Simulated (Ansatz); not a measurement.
GaN: strain along the normal

GaN (zinc blende, F-43m, 11.376 Å³/atom at rest) under an equal strain ε in the (001) plane with the normal axis free, as in a coherent film. PBEsol in Ansatz, a plane-wave DFT program (PAW, default set), 420 eV, 13×13×13 Γ-centred mesh, Fermi-Dirac smearing 0.05 eV; ions are relaxed within the symmetry of each cell.

Here s stands for strain and y for normal strain.

| strain (%) | normal strain (%) |
|---|---|
| -1.50 | 1.60 |
| -1.00 | 1.07 |
| -0.50 | 0.54 |
| 0.00 | 0.00 |
| 0.50 | -0.55 |
| 1.00 | -1.10 |
| 1.50 | -1.66 |
| 3.00 | ? |

Taking a straight line for y over the 7 complete rows: Means: s 0, y -0.014. About the means, the sum of products is -7.6050 and the sum of squares of s is 7.0000; the slope is their ratio. Least squares gives y = -0.014 - 1.0864·s. Residuals (row less fit): -0.016, -0.002, 0.011, 0.014, 0.007, 0.000, -0.016; standard error 0.013 (degrees of freedom: 5). The slope, -1.09 ± 0.01, is the elastic response of the normal axis, −2C12/C11 for this plane.

### Question
Estimate the missing y (s = 3.00); what did the run itself give?

### Answer
y = -0.014 - 1.0864 × 3.0 = -3.273%. The calculation gives -3.40%, 0.127% below the prediction (2.5 % of the range of y in the table). The row lies outside the fitted rows, so this is an extrapolation. From the scatter of the fitted rows alone, a prediction at this place has a standard error of 0.021%, so the miss is 6.0 times that.

One order more, fitted to all 13 runs of the series, follows each within 0.01, so the miss is the next term of a smooth law. GaN is here a metastable form; wurtzite is the usual one. Rows are the converged runs of the series near zero and its far end; series whose fitted rows scatter by over a few per cent of the range, as at a crossing or softening among them, aren't shown in this form. Most that stay on the fit to the last digits aren't either.
